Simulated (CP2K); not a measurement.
Band structure of KAlH₃ (Pm-3m, 5 atoms in the cell).

```
CELL_PARAMETERS angstrom
      3.98168     0.00000     0.00000
      0.00000     3.98168     0.00000
      0.00000     0.00000     3.98168
ATOMIC_POSITIONS crystal
  K  0.50000 0.50000 0.50000
  Al 0.00000 0.00000 0.00000
  H  0.00000 0.50000 0.00000
  H  0.50000 0.00000 0.00000
  H  0.00000 0.00000 0.50000
```

Level of theory: LDA (Pade form), GPW, DZVP-MOLOPT-SR-GTH basis, GTH-PADE potentials (GTH_POTENTIALS) (CP2K).

Settings: CUTOFF = 500 Ry; REL_CUTOFF = 40 Ry; SMEAR/METHOD = FERMI_DIRAC; ELECTRONIC_TEMPERATURE = 1160.45 K; KPOINTS/SCHEME = MONKHORST-PACK 8 8 8; GAMMA_CENTERED = T; XC_FUNCTIONAL = PADE; K/BASIS_SET = DZVP-MOLOPT-SR-GTH; K/POTENTIAL = GTH-PADE-q9; Al/BASIS_SET = DZVP-MOLOPT-SR-GTH; Al/POTENTIAL = GTH-PADE-q3; H/BASIS_SET = DZVP-MOLOPT-SR-GTH; H/POTENTIAL = GTH-PADE-q1; METHOD = GPW.

The starting cell comes from a database of computed structures (which also holds hypothetical and non-ambient phases and stackings), without a prior relaxation at this level. Values carry the incompleteness of an atom-centred basis.

Levels in eV from the Fermi level, bands 4 to 9:
```tsv
point	4	5	6	7	8	9
Γ	-15.13	-9.56	-3.28	-3.28	1.24	1.24
X	-15.11	-7.96	-6.25	-2.55	1.07	1.07
M	-15.08	-7.09	-5.43	-5.43	0.49	1.62
R	-15.29	-5.63	-5.63	-5.63	-3.75	2.64
```

Bands cross the Fermi level along this path, so the cell is metallic at this level.

Higher empty bands are left out: an atom-centred basis made for the valence describes them poorly.
